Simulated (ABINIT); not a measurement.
**Short convergence ladders for Cl (Cm, 4 atoms in the cell)**

```yaml
crystal:
  lattice:
    - [2.24672, -3.12936, 0.00000]
    - [2.24672, 3.12936, 0.00000]
    - [0.00000, 0.00000, 8.28478]
  atoms:
    - { symbol: Cl, position: [0.87700, 0.87700, 0.90304] }
    - { symbol: Cl, position: [0.62300, 0.62300, 0.39700] }
    - { symbol: Cl, position: [0.37700, 0.37700, 0.60300] }
    - { symbol: Cl, position: [0.12300, 0.12300, 0.10300] }
```

Base method: PBEsol, norm-conserving pseudopotentials (PseudoDojo nc-sr-04 PBEsol standard) (plane waves; ABINIT).

Base settings: pseudos = [Cl.upf]; ecut = 58 Ry; ixc = -116133; occopt = 3; tsmear = 0.00036749 Ha; ngkpt = 3 3 2; nshiftk = 1; shiftk = 0 0 0; potentials = PseudoDojo nc-sr-04 PBEsol standard; nband = 19.

The count of work is k-points × plane waves × bands × iterations; it is no time. Core times come from one kind of shared machine, to one figure; runs under 30 s give none.

**The k-point mesh**

Only quantities that move along the ladder and can be compared are tabulated.

```tsv
ngkpt	largest difference of a force vector from the last step's (eV/Å)	gap on the mesh (eV)	count of work / last	core time / last (rough)
2 2 1	0.088	2.374	0.012	–
3 3 2	0.015	2.370	0.060	0.08
4 4 2	0.003	2.355	0.099	0.1
5 5 3	0.000	2.370	0.17	0.2
6 6 3	0.000	2.370	0.24	0.3
8 8 4	0.000	2.355	0.55	0.8
10 10 5	0.000	2.370	1.0	1
```

Coarsest ngkpt that holds the forces within 0.01 eV/Å of the last step, with all finer ones: 4 4 2, at 0.099 of the last step's count of work and about 0.1 of the last step's time; the step before is off by 0.015 eV/Å.

The gap on the mesh jumps up and down from mesh to mesh; it is no smooth measure of convergence.

**The width of Fermi-Dirac smearing**

The mesh stays at the base's, so the ladder's end is converged at best in this setting alone.

Only quantities that move along the ladder and can be compared are tabulated; the gap is left out on so coarse a mesh.

| tsmear | free energy less the last step's (meV/atom) | pressure (GPa) | largest difference of a force vector from the last step's (eV/Å) | core time / last (rough) |
|---|---|---|---|---|
| 0.0367493 Ha | -560.21 | 5.08 | 2.911 | 2 |
| 0.0183747 Ha | -68.40 | 0.64 | 0.816 | 1 |
| 0.00734986 Ha | -0.43 | -0.80 | 0.018 | 0.8 |
| 0.00367493 Ha | 0.00 | -0.82 | 0.000 | 0.6 |
| 0.00073499 Ha | 0.00 | -0.82 | 0.000 | 1 |

Widest tsmear that holds the free energy within 2 meV/atom of the last step, with all finer ones: 0.00734986 Ha; the step before is off by 68 meV/atom.

Widest tsmear that holds the pressure within 0.05 GPa of the last step, with all finer ones: 0.00734986 Ha; the step before is off by 1.5 GPa.

Widest tsmear that holds the forces within 0.01 eV/Å of the last step, with all finer ones: 0.00367493 Ha; the step before is off by 0.018 eV/Å.

On the base run: the starting cell has typed, rounded lattice constants, without a prior relaxation at this level. Its lattice was rescaled by up to half a per cent. One atom was moved a little off its site on purpose.
